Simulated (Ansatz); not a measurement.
Rh: uniaxial strain ε_zz = −3.00 %

The reference is Rh in the fcc (Cu type) structure (space group Fm-3m, No. 225; a = 3.782 Å; relaxed with 0.1 eV smearing). Axes: x, y, z lie along the cube axes.

One thing is altered: the cell is compressed by 3.00 % along z with no lateral relaxation, atoms relaxed at fixed cell.

The values are results of PBEsol in Ansatz (plane waves to 420 eV, PAW, scalar-relativistic without spin-orbit coupling), not measurements. Settings: 30×30×30 k-points, 0.1 eV Fermi–Dirac smearing.

```tsv
quantity	base	changed	shift
space group	Fm-3m (No. 225)	I4/mmm (No. 139)	–
shortest interatomic distance	2.674 Å	2.634 Å	-0.040 Å
energy relative to the base (free energy F)	0 meV/atom	+19 meV/atom	+19 meV/atom
pressure (mean of the normal stresses, compression positive)	0.0 GPa	9.8 GPa	+9.8 GPa
band gap	zero	zero	–
stress (xx, yy, zz, yz, xz, xy; compression positive)	–	(7.0, 7.0, 15.4, 0.0, 0.0, 0.0) GPa	–
```

Cost of the whole job for the changed cell (relaxation, final SCF and bands): around 60 core-seconds (rough).

Whether these cells are dynamically stable was not tested. The final runs are not spin-polarised.

Ansatz is a first-principles code.
